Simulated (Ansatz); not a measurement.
## Response to strain in TaN

Consider TaN in the rock salt structure (space group Fm-3m, No. 225; a = 4.3749 Å; relaxed with 0.1 eV smearing). Axes: x, y, z lie along the cube axes.

Strains are applied to the cell and any free atomic positions relax; under biaxial strain the out-of-plane vector relaxes too; under stress the whole cell relaxes.

The values are results of Ansatz (a first-principles code) PBEsol, no spin-orbit coupling, earlier PAW set, not measurements.

Notes on the quantities. energy relative to the base: free energy F; pressure: mean of the normal stresses, compression positive.

| variant | energy relative to the base | space group | pressure | shortest interatomic distance |
|---|---|---|---|---|
| base | 0 meV/atom | Fm-3m (No. 225) | 0.0 GPa | 2.187 Å |
| biaxial strain +1.61 %, plane normal [110], relaxed out of plane | +8.9 meV/atom | Immm (No. 71) | -5.5 GPa | 2.189 Å |
| isotropic strain −5.01 % | +0.314 eV/atom | Fm-3m (No. 225) | … | 2.078 Å |
| isotropic strain −2.47 % | +70 meV/atom | Fm-3m (No. 225) | 31.6 GPa | 2.133 Å |
| isotropic strain −0.75 % | +6.1 meV/atom | Fm-3m (No. 225) | 8.5 GPa | 2.171 Å |
| isotropic strain −0.71 % | +5.4 meV/atom | Fm-3m (No. 225) | 8.0 GPa | 2.172 Å |
| uniaxial strain ε_zz = +1.92 % | +8.8 meV/atom | I4/mmm (No. 139) | -6.2 GPa | 2.187 Å |
| tensor shear ε_xz = +2.32 % | +5.0 meV/atom | Immm (No. 71) | 0.3 GPa | 2.187 Å |
| uniaxial stress, 5 GPa tension along z | … | I4/mmm (No. 139) | – | 2.185 Å |
| tensor shear ε_xz = −3.86 % | +13 meV/atom | Immm (No. 71) | 0.8 GPa | 2.187 Å |

Question: What belongs in the blanks?

Answer: 
- isotropic strain −5.01 %, pressure: 77.2 GPa
- uniaxial stress, 5 GPa tension along z, energy relative to the base: +1.1 meV/atom

A biaxial case was relaxed in a doubled cell and then solved in the primitive one. Beyond what the load breaks, stability against distortions was not tested. The final runs are not spin-polarised. This is not the structure that TaN has at room temperature and ambient pressure.
